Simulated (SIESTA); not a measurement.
Band structure of Cu3AsS4 (P-43m, 8 atoms in the cell).

```xyz
8
Lattice="5.1430 0.0000 0.0000 0.0000 5.1430 0.0000 0.0000 0.0000 5.1430" Properties=species:S:1:pos:R:3 pbc="T T T"
Cu     0.0000     2.5715     2.5715
Cu     2.5715     0.0000     2.5715
Cu     2.5715     2.5715     0.0000
As     0.0000     0.0000     0.0000
S      1.2995     3.8435     3.8435
S      3.8435     3.8435     1.2995
S      3.8435     1.2995     3.8435
S      1.2995     1.2995     1.2995
```

Level of theory: GGA PBEsol, numerical atomic orbitals DZP, PseudoDojo PBEsol standard norm-conserving potentials (rewritten from UPF to PSML) in SIESTA.

Settings: XC.functional = GGA; XC.authors = PBEsol; potentials = PseudoDojo PBEsol standard; PAO.BasisSize = DZP; PAO.EnergyShift = 0.005 Ry; MeshCutoff = 350 Ry; kgrid.MonkhorstPack = 7 7 7; OccupationFunction = FD; ElectronicTemperature = 100 meV; MaxSCFIterations = 150; SCF.Mixer.Method = Pulay; SCF.Mixer.Weight = 0.25; SCF.Mixer.History = 6; SCF.DM.Tolerance = 1.0E-05.

The starting cell comes from a database of computed structures (which also holds hypothetical and non-ambient phases and stackings), without a prior relaxation at this level. Its lattice was rescaled by a random factor within 2.5 % of one. Spin polarisation is off. Values carry the incompleteness of an atom-centred basis. The run gives no clean gap (levels at the Fermi energy touch, overlap or are partly filled at this smearing), which alone does not show that the compound is a metal.

Levels in eV from the Fermi level, bands 45 to 50:
```json
[
 {"point": "Γ", "45": "-2.04", "46": "-0.06", "47": "0.15", "48": "0.15", "49": "0.15", "50": "1.39"},
 {"point": "X", "45": "-1.61", "46": "-1.36", "47": "-1.14", "48": "-1.14", "49": "1.09", "50": "1.19"},
 {"point": "M", "45": "-1.19", "46": "-1.19", "47": "-0.87", "48": "-0.37", "49": "0.71", "50": "1.94"},
 {"point": "R", "45": "-0.66", "46": "-0.66", "47": "-0.42", "48": "-0.42", "49": "-0.42", "50": "2.40"}
]
```

Bands cross the Fermi level along this path, so the cell is metallic at this level.

Higher empty bands are left out: an atom-centred basis made for the valence describes them poorly.
